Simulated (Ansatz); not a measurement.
The starting structures come from a database of crystals and need not be the phases stable at ambient conditions.

 Where the default PAW files enter, the runs use the earlier of Ansatz's two default sets.

By PBEsol, the system below comes out a metal.

A figure of merit of an interconnect metal is its ballistic conductance per area.

Here is the system:

```
Ti
1.0
    2.84750     0.00000     0.00000
    0.00000     2.84750     0.00000
    1.42375    -1.42375     2.01348
Ti
1
Direct
  0.00000   0.00000   0.00000
```

Space group of this cell: Fm-3m, fcc (Cu type). The cell is strained (all lengths scaled by 0.98); by PBEsol its mean pressure is 2.6 GPa.

The current flows along the normal of the first two printed cell vectors, the (001) plane of the conventional cell. No spin-orbit coupling; the value is a mean over 0.1 eV about the Fermi level.

Estimate the ballistic conductance per area that PBEsol (Ansatz, a quantum-chemistry and plane-wave program) returns for this system.

1.4 × 10¹⁵ S/m² for both spins.
